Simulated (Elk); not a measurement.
## A self-consistent single point of YCu₂Ge₂ (I4/mmm, 5 atoms in the cell) with Elk

Computed with PBEsol, all-electron FP-LAPW, Elk's shipped species files, APW+lo basis with extra local orbitals (Elk).

The input file:

```
tasks
  0

xctype
  22

rgkmax
  8.0

gmaxvr
  16.0

nxlo
  2

lorbcnd
  .true.

rmtscf
  0.89

lmaxi
  3

stype
  3

swidth
  0.00367493

scale
  1.889726125

avec
   -1.9994390000    1.9994390000    5.0966310000
    1.9994390000   -1.9994390000    5.0966310000
    1.9994390000    1.9994390000   -5.0966310000

sppath
  'species/'

atoms
  3   : nspecies
  'Y.in'   : spfname
  1   : natoms; atposl, bfcmt below
  0.0000000000  0.0000000000  0.0000000000    0.0 0.0 0.0
  'Cu.in'   : spfname
  2   : natoms; atposl, bfcmt below
  0.7500000000  0.2500000000  0.5000000000    0.0 0.0 0.0
  0.2500000000  0.7500000000  0.5000000000    0.0 0.0 0.0
  'Ge.in'   : spfname
  2   : natoms; atposl, bfcmt below
  0.6193400000  0.6193400000  0.0000000000    0.0 0.0 0.0
  0.3806600000  0.3806600000  0.0000000000    0.0 0.0 0.0

ngridk
  7 7 7
```

The program printed (abridged):

```
│ Elk code version 10.2.4 │

All units are atomic (Hartree, Bohr, etc.)

│ Ground-state run starting from atomic densities │

Lattice vectors :
  -3.778392114       3.778392114       9.631236750
   3.778392114      -3.778392114       9.631236750
   3.778392114       3.778392114      -9.631236750

Unit cell volume      :    549.9916577
Brillouin zone volume :   0.4510072289

Muffin-tin inner radius fraction :   0.1000000000E-01

Nuclei treated as point charges

Species :    1 (Y)
 parameters loaded from : Y.in
 name : yttrium
 nuclear charge    :   -39.00000000
 electronic charge :    39.00000000
 atomic mass :    162065.4502
 muffin-tin radius :    2.314000000
 number of radial points in muffin-tin :    597
 atomic positions (lattice), magnetic fields (Cartesian) :
   1 :   0.00000000  0.00000000  0.00000000    0.00000000  0.00000000  0.00000000

Species :    2 (Cu)
 parameters loaded from : Cu.in
 name : copper
 nuclear charge    :   -29.00000000
 electronic charge :    29.00000000
 atomic mass :    115837.2717
 muffin-tin radius :    2.136000000
 number of radial points in muffin-tin :    497
 atomic positions (lattice), magnetic fields (Cartesian) :
   1 :  -0.25000000  0.25000000  0.50000000    0.00000000  0.00000000  0.00000000
   2 :   0.25000000 -0.25000000  0.50000000    0.00000000  0.00000000  0.00000000

Species :    3 (Ge)
 parameters loaded from : Ge.in
 name : germanium
 nuclear charge    :   -32.00000000
 electronic charge :    32.00000000
 atomic mass :    132414.6195
 muffin-tin radius :    2.136000000
 number of radial points in muffin-tin :    497
 atomic positions (lattice), magnetic fields (Cartesian) :
   1 :  -0.38066000 -0.38066000  0.00000000    0.00000000  0.00000000  0.00000000
   2 :   0.38066000  0.38066000  0.00000000    0.00000000  0.00000000  0.00000000

Total number of atoms per unit cell :    5

Spin treatment :
 spin-unpolarised

Number of Bravais lattice symmetries :   16
   [... lines left out ...]
Maximum |G| for potential and density :    16.00000000
 potential will be trimmed for |G| > 2 gkmax
Constant for pseudocharge density :    9
Radial integration step length :    4

G-vector grid sizes :     60    60    60
Number of G-vectors :    37993

Maximum angular momentum used for
 APW functions                      :    8
 outer part of muffin-tin           :    6
 inner part of muffin-tin           :    3

Total nuclear charge    :   -161.0000000
Total core charge       :    88.00000000
Total valence charge    :    73.00000000
Total excess charge     :    0.000000000
Total electronic charge :    161.0000000

Effective Wigner radius, rₛ :   0.9342875012

Number of empty states         :   20
Total number of valence states :   57
Total number of core states    :   88

Conduction state local-orbitals added automatically
Total number of local-orbitals :  402

Exchange-correlation functional :     22     0     0
 PBEsol, Phys. Rev. Lett. 100, 136406 (2008)
 gradient requirement :    1
 generalised gradient approximation (GGA)

Smearing type :    3
 Fermi-Dirac
Smearing width :   0.3674930000E-02
Effective electronic temperature (K) :    1160.451112

Mixing type :    3
 Broyden mixing, J. Phys. A: Math. Gen. 17, L317 (1984)

Kohn-Sham potential initialised from atomic data
│ Self-consistent loop started │
│ Loop number : 1 │
 total energy                :     -10845.5372748
│ Loop number : 2 │
 total energy                :     -10850.3745200
RMS change in Kohn-Sham potential (target) :   0.5169366304     (  0.1000000000E-05)
Absolute change in total energy (target)   :    4.837245253     (  0.1000000000E-03)
│ Loop number : 3 │
 total energy                :     -10864.8438466
RMS change in Kohn-Sham potential (target) :   0.3487896414     (  0.1000000000E-05)
Absolute change in total energy (target)   :    15.67863792     (  0.1000000000E-03)
│ Loop number : 4 │
 total energy                :     -10873.5102294
RMS change in Kohn-Sham potential (target) :   0.2318600497     (  0.1000000000E-05)
Absolute change in total energy (target)   :    12.58604222     (  0.1000000000E-03)
│ Loop number : 5 │
 total energy                :     -10879.3133869
RMS change in Kohn-Sham potential (target) :   0.1350454369     (  0.1000000000E-05)
Absolute change in total energy (target)   :    8.949668081     (  0.1000000000E-03)
   [... lines left out ...]
Absolute change in total energy (target)   :   0.1258313493E-01 (  0.1000000000E-03)
│ Loop number : 13 │
 total energy                :     -10886.5675131
RMS change in Kohn-Sham potential (target) :   0.3209747260E-05 (  0.1000000000E-05)
Absolute change in total energy (target)   :   0.3220518509E-02 (  0.1000000000E-03)
│ Loop number : 14 │
 total energy                :     -10886.5676584
RMS change in Kohn-Sham potential (target) :   0.8716053836E-06 (  0.1000000000E-05)
Absolute change in total energy (target)   :   0.9504903792E-03 (  0.1000000000E-03)
│ Loop number : 15 │
 total energy                :     -10886.5676691
RMS change in Kohn-Sham potential (target) :   0.1047344440E-05 (  0.1000000000E-05)
Absolute change in total energy (target)   :   0.2483291191E-03 (  0.1000000000E-03)
│ Loop number : 16 │
 total energy                :     -10886.5676335
RMS change in Kohn-Sham potential (target) :   0.4370619415E-06 (  0.1000000000E-05)
Absolute change in total energy (target)   :   0.2643302651E-04 (  0.1000000000E-03)
Convergence targets achieved

│ Loop number : 17 │

Energies :
 Fermi                       :     0.337266182222
 sum of eigenvalues          :     -6293.49401503
 electron kinetic            :      11137.0388350
 core electron kinetic       :      10395.6497384
 Coulomb                     :     -21626.5976809
 Coulomb potential           :     -16909.9285623
 nuclear-nuclear             :     -1287.15184318
 electron-nuclear            :     -23768.9631131
 Hartree                     :      3429.51727542
 Madelung                    :     -13171.6333997
 xc potential                :     -520.604287783
 exchange                    :     -388.061836551
 correlation                 :     -8.94565860041
 electron entropic           :    -0.126264736573E-02
 total energy                :     -10886.5676036

Density of states at Fermi energy :    27.71681951
 (states/Hartree/unit cell)

Estimated indirect band gap :   0.4050634053E-02
 from k-point     37 to k-point      7
Estimated direct band gap   :   0.1777066958E-01
 at k-point      7

Charges :
 core                        :    88.00000000
 valence                     :    73.00000000
 interstitial                :    9.318567536
 muffin-tins (core leakage)
  species :    1 (Y)
   atom    1                 :    36.26968369     (  0.5939006844E-04)
  species :    2 (Cu)
   atom    1                 :    27.71600702     (  0.7037080123E-03)
   atom    2                 :    27.71600702     (  0.7037080123E-03)
  species :    3 (Ge)
   atom    1                 :    29.98986736     (  0.1516728472E-02)
   atom    2                 :    29.98986736     (  0.1516728472E-02)
 total in muffin-tins        :    151.6814325
 total calculated charge     :    160.9815230
 total charge                :    161.0000000
 error                       :   0.1847699849E-01

│ Self-consistent loop stopped │
```

The run converged in 17 iterations. The count includes the last loop, which Elk runs after its targets are met.

The starting cell comes from a database of computed structures (which also holds hypothetical and non-ambient phases and stackings), without a prior relaxation at this level. Its lattice was rescaled by a random factor within 2.5 % of one. Spin polarisation is off. Values depend on the basis (sphere radii, cutoffs, local orbitals), which need not be converged. The log's line on a gap gives a spacing of levels on this mesh, which the program prints for metals too.

Cost on one core of a shared machine: roughly 3 min.
